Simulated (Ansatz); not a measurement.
**Be3N2: response to strain**

The reference is Be3N2 (space group R3m, No. 160; a cell from a computed database, its experimental status unchecked).

```
Be3N2
1.0
    1.41753     0.81841     4.85241
   -1.41753     0.81841     4.85241
    0.00000    -1.63683     4.85241
Be N
3 2
Direct
  0.14108   0.14108   0.14108
  0.68236   0.68236   0.68236
  0.91111   0.91111   0.91111
  0.79582   0.79582   0.79582
  0.29154   0.29154   0.29154
```

Cartesian axes are those of the cell as printed.

Strains are applied to the cell and any free atomic positions relax; under biaxial strain the out-of-plane vector relaxes too.

Method: PBEsol, PAW, 420 eV (Ansatz, a program for electronic structure; no SOC).

Notes on the quantities. in-plane stress: mean in-plane stress (compression positive); energy relative to the base: free energy F.

```tsv
change	in-plane stress	out-of-plane strain	energy relative to the base
base	–	–	0 meV/atom
biaxial strain −3.01 %, plane normal [001], relaxed out of plane	+19.7 GPa	+1.22 %	+23 meV/atom
biaxial strain −0.58 %, plane normal [001], relaxed out of plane	+3.3 GPa	+0.24 %	+0.8 meV/atom
biaxial strain +4.96 %, plane normal [001], relaxed out of plane	…	…	…
isotropic strain +5.32 %	–	–	+102 meV/atom
```

Task: Fill in the withheld entries from the trend.

Result: 
- biaxial strain +4.96 %, plane normal [001], relaxed out of plane, in-plane stress: -21.3 GPa
- biaxial strain +4.96 %, plane normal [001], relaxed out of plane, out-of-plane strain: -1.96 %
- biaxial strain +4.96 %, plane normal [001], relaxed out of plane, energy relative to the base: +50 meV/atom

Whether these cells are dynamically stable was not tested.
